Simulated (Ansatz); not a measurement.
**Response to strain in ZnCu**

Consider ZnCu in the CsCl type structure (space group Pm-3m, No. 221; a = 2.908 Å; relaxed with 0.1 eV smearing). Axes: x, y, z lie along the cube axes.

Strains are applied to the cell and any free atomic positions relax.

Calculations: Kohn–Sham DFT with the PBEsol functional, run in Ansatz (an electronic-structure program) with PAW and 420 eV plane waves, spin-orbit coupling left out.

Notes on the quantities. energy relative to the base: free energy F.

| uniaxial strain ε_zz (%) | energy relative to the base (meV/atom) |
|---|---|
| -3 | 5.2 |
| -2.5 | 3.6 |
| -2 | 2.2 |
| -1.5 | 1.2 |
| -1 | 0.5 |
| -0.5 | ? |
| 0 | 0.0 |

Question: Fit ΔE = Aε² + Bε³ (ε in %) to the rows shown and predict the withheld row.

Answer: Least squares on the printed values gives A = 0.501 and B = -0.027 meV/atom (largest residual 0.1 meV/atom); this predicts 0.1 meV/atom, and the run gives 0.1 meV/atom, in agreement.

Stability against distortions was not tested. All final runs are without spin polarisation.
